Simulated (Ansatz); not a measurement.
**HfC: response to strain**

Base system: HfC in the rock salt structure (space group Fm-3m, No. 225; a = 4.6071 Å; relaxed with 0.1 eV smearing). Axes: x, y, z lie along the cube axes.

Strains are applied to the cell and any free atomic positions relax; under biaxial strain the out-of-plane vector relaxes too.

All numbers come from PBEsol in Ansatz (plane waves to 420 eV, PAW, no spin-orbit coupling).

| biaxial strain, plane normal [001], relaxed out of plane (%) | out-of-plane strain (%) |
|---|---|
| -3 | 1.19 |
| -2.5 | 0.99 |
| -2 | ? |
| -1.5 | 0.59 |
| -1 | 0.39 |
| -0.5 | 0.19 |
| 0 | 0.00 |

### Question
Fit ε⊥ = −νε + γε² (strains in %) to the rows shown and predict the withheld row.

### Answer
Least squares on the printed values gives ν = 0.39 (the biaxial Poisson response) and γ = 0.003 (largest residual 0.00 %); this predicts 0.79 %, and the run gives 0.79 %, in agreement.

Stability against distortions was not tested. The final runs are not spin-polarised.

Ansatz is a first-principles code.
